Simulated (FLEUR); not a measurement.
Converging the k-point mesh at a smearing width of 0.3 eV: Nb (Im-3m, 1 atom in the cell)

```yaml
crystal:
  lattice:
    - [-1.65825, 1.65825, 1.65825]
    - [1.65825, -1.65825, 1.65825]
    - [1.65825, 1.65825, -1.65825]
  atoms:
    - { symbol: Nb, position: [0.00000, 0.00000, 0.00000] }
```

Method: FLEUR with PBE, all-electron FLAPW (FLEUR), scalar-relativistic valence.

Base settings: Kmax = 4 1/bohr; GmaxXC = 14 1/bohr; xcFunctional = pbe; jspins = 1; l_soc = F; mode = hist; fermiSmearingEnergy = 0.00367493 Htr; mesh (inpgen div1-3) = 10 10 10; inpgen gamma flag = true; Gmax = 14 1/bohr.

In this ladder: fermiSmearingEnergy = 0.0110248 Htr. Moved along: kpt_gamma.

Only quantities that move along the ladder and can be compared are tabulated.

Core times come from one kind of shared machine, to one figure; runs under 30 s give none.

The starting cell has typed, rounded lattice constants, without a prior relaxation at this level. Its lattice was rescaled by up to half a per cent. Spin polarisation is off. Values depend on the basis (sphere radii, cutoffs, local orbitals), which need not be converged.

Steps (kpt_div): 5 5 5; 6 6 6; 7 7 7; 9 9 9; 10 10 10; 13 13 13; 15 15 15; 18 18 18; 22 22 22; 27 27 27.

### Question
What is the coarsest kpt_div that holds the free energy within 0.5 meV/atom of the last step, with all finer ones?

### Answer
13 13 13; the step before is off by 3.4 meV/atom.

| kpt_div | free energy less the last step's (meV/atom) | core time / last (rough) |
|---|---|---|
| 5 5 5 | 23.40 | – |
| 6 6 6 | 7.58 | – |
| 7 7 7 | -6.81 | – |
| 9 9 9 | 2.52 | – |
| 10 10 10 | 3.41 | – |
| 13 13 13 | 0.02 | – |
| 15 15 15 | 0.07 | – |
| 18 18 18 | 0.01 | 0.4 |
| 22 22 22 | 0.00 | 0.5 |
| 27 27 27 | 0.00 | 1 |
